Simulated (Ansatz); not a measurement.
The reference is HgS in the zinc blende structure (space group F-43m, No. 216; a = 5.992 Å).

Calculations: PBE in Ansatz (plane waves to 420 eV, PAW, without spin-orbit coupling).

Base values:

| Property | Value |
|---|---|
| Pressure | 0.0 GPa |
| Band gap | zero |

The change: the cell is scaled by 0.9750 in all directions, atoms relaxed at fixed cell.

### Question
What does the calculation give for the pressure after the change?

### Answer
The pressure goes from zero to 4.6 GPa.

### Question
Estimate the effect on the energy relative to the base.

### Answer
The energy rises by 26 meV/atom.

### Question
Predict the new band gap.

### Answer
The band gap remains zero.

Spin-orbit coupling, missing from the scalar runs, can matter with Hg. The cells carry an imposed strain or load. No phonon test of stability was made. The final runs are not spin-polarised. The zero or small gap of HgS can change with the level of theory.

Ansatz is a first-principles code.
